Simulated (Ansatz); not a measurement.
BN, response to strain

Consider BN in the wurtzite structure (space group P6_3mc, No. 186).

```
BN
1.0
    2.54100     0.00000     0.00000
   -1.27050     2.20057     0.00000
    0.00000     0.00000     4.20330
B N
2 2
Direct
  0.33333   0.66667   0.00027
  0.66667   0.33333   0.50027
  0.33333   0.66667   0.37473
  0.66667   0.33333   0.87473
```

Cartesian axes are those of the cell as printed.

Strains are applied to the cell and any free atomic positions relax; under biaxial strain the out-of-plane vector relaxes too.

The values are results of PBEsol (Ansatz, a first-principles code, PAW, no SOC), not measurements.

```csv
change,width of the top valence band,smallest direct gap,electron mass,volume per atom
base,5.49 eV,8.21 eV,"0.30 mₑ along c, 0.50 mₑ across (at K)",5.88 Å³
"biaxial strain −3.00 %, plane normal [001], relaxed out of plane",5.78 eV,7.76 eV,"0.31 mₑ out of plane, 0.48 mₑ in plane (at K)",5.55 Å³
"biaxial strain −2.40 %, plane normal [001], relaxed out of plane",5.72 eV,7.93 eV,"0.30 mₑ out of plane, 0.48 mₑ in plane (at K)",5.61 Å³
"biaxial strain −1.80 %, plane normal [001], relaxed out of plane",5.66 eV,8.09 eV,"0.30 mₑ out of plane, 0.48 mₑ in plane (at K)",5.68 Å³
"biaxial strain −1.20 %, plane normal [001], relaxed out of plane",5.60 eV,8.26 eV,"0.30 mₑ out of plane, 0.49 mₑ in plane (at K)",5.74 Å³
"biaxial strain −0.60 %, plane normal [001], relaxed out of plane",…,…,"0.30 mₑ out of plane, 0.49 mₑ in plane (at K)",…
```

**Question.** Some entries are withheld; estimate them.

**Answer.** 
- biaxial strain −0.60 %, plane normal [001], relaxed out of plane, width of the top valence band: 5.54 eV
- biaxial strain −0.60 %, plane normal [001], relaxed out of plane, smallest direct gap: 8.28 eV
- biaxial strain −0.60 %, plane normal [001], relaxed out of plane, volume per atom: 5.81 Å³

Masses are band curvatures over ±0.01 Å⁻¹ around the edge. Stability against distortions was not tested.
